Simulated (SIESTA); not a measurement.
SIESTA is run on Li2ZnSi (P-3m1, 8 atoms in the cell), and the run fails. The aim is a self-consistent single point with DFT, LDA PW92, numerical atomic orbitals DZP, PseudoDojo LDA standard norm-conserving potentials (rewritten from UPF to PSML).

Cell that was meant: a = 4.2581 Å, b = 4.2581 Å, c = 7.5449 Å, α = 90.00°, β = 90.00°, γ = 120.00°.

Part of the input:

```
OccupationMPOrder            1
ElectronicTemperature        0.1 eV

MaxSCFIterations             2
SCF.Mixer.Method             Pulay
SCF.Mixer.Weight             0.2
SCF.Mixer.History            6
```

The program printed (abridged):

```
        iscf     Eharris(eV)        E_KS(eV)     FreeEng(eV)     dDmax    Ef(eV) dHmax(eV)
   scf:    1   -11522.715983   -12104.057950   -12104.056778  2.471512 -3.663616 88.231891
   scf:    2   -12250.207700   -12349.181174   -12349.180987  1.446646 -6.332824 19.017949
SCF_NOT_CONV: SCF did not converge in maximum number of steps (required).
SCF_NOT_CONV: SCF did not converge in maximum number of steps (required).
Geom step, scf iteration, dDmax, dHmax:    0     2      1.446646     1.397793
Geom step, scf iteration, dDmax, dHmax:    0     2      1.446646     1.397793

ABNORMAL_TERMINATION
ABNORMAL_TERMINATION
Stopping Program from Node:    0
Stopping Program from Node:    0
```

**Question.** What is wrong, and how is it fixed?

**Answer.** The fault is an iteration limit that is too low. The loop is cut before its threshold is met, so whatever is printed at the end is not self-consistent. To fix it, raise the limit, or leave it to the default. The run ended unconverged after 2 iterations.

The sound input it was made from differs as follows (other fixes are possible):
```diff
-MaxSCFIterations             2
+MaxSCFIterations             150
```

With that input, the run converged in 12 iterations: free energy E − TS -12374.5960 eV; Fermi level (on the code's own zero) -5.76 eV; pressure -1.48 GPa; largest force (vector length) 0.283 eV/Å (DFT, LDA PW92, numerical atomic orbitals DZP, PseudoDojo LDA standard norm-conserving potentials (rewritten from UPF to PSML)).

On the sound input: the starting cell comes from a database of computed structures (which also holds hypothetical and non-ambient phases and stackings), without a prior relaxation at this level. Its lattice was rescaled by a random factor within 2.5 % of one. Values carry the incompleteness of an atom-centred basis.
